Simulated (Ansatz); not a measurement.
# What Sn → Ir does to Sn

Start from Sn (space group I4_1/amd, No. 141; a = 5.8329 Å, c = 3.1581 Å).

Perturbation: every Sn is replaced by Ir; the structure is relaxed again.

The values are results of Ansatz (a first-principles code) PBEsol, no spin-orbit coupling, not measurements. Settings: 19×19×19 k-points, 0.05 eV Fermi–Dirac smearing, for the changed cell.

The volume per atom drops by 11.18 Å³ (26.86 Å³ → 15.68 Å³) and the density goes up by 13.02 g/cm³, from 7.34 g/cm³ to 20.36 g/cm³. The lattice parameter a falls by 1.029 Å, from 5.833 Å to 4.804 Å and the c/a ratio increases by 0.0243 to 0.566. The space group is still I4_1/amd (No. 141) and the shortest interatomic distance decreases by 0.525 Å to 2.496 Å. The band gap stays zero.

Final structure:

```
Ir
1.0
   -2.40190     2.40190     1.35871
    2.40190    -2.40190     1.35871
    2.40190     2.40190    -1.35871
Ir
2
Cartesian
  0.00000   2.40190   0.67935
  0.00000   0.00000   0.00000
```

Stability against distortions was not tested. As relaxed here, Ir is a hypothetical phase, not in the database extracts checked. All final runs are without spin polarisation.
